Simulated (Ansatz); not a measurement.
**TiAl: response to strain**

The parent structure is TiAl (space group P4/mmm, No. 123; a = 2.824 Å, c = 4.075 Å; relaxed with 0.1 eV smearing). Axes: x, y, z lie along a, b, c of the conventional cell.

Strains are applied to the cell and any free atomic positions relax; under biaxial strain the out-of-plane vector relaxes too.

All numbers come from Kohn–Sham DFT with the PBE functional, run in Ansatz (a first-principles code) with PAW and 420 eV plane waves, no SOC.

```csv
"biaxial strain, plane normal [001], relaxed out of plane (%)",out-of-plane strain (%)
0,0.00
0.5,-0.50
1,-1.02
1.5,?
2,-2.13
2.5,-2.73
3,-3.34
```

Q: Fit ε⊥ = −νε + γε² (strains in %) to the rows shown and predict the withheld row.

A: Least squares on the printed values gives ν = 0.97 (the biaxial Poisson response) and γ = -0.047 (largest residual 0.00 %); this predicts -1.57 %, and the run gives -1.56 %, in agreement.

Whether these cells are dynamically stable was not tested. All final runs are without spin polarisation.
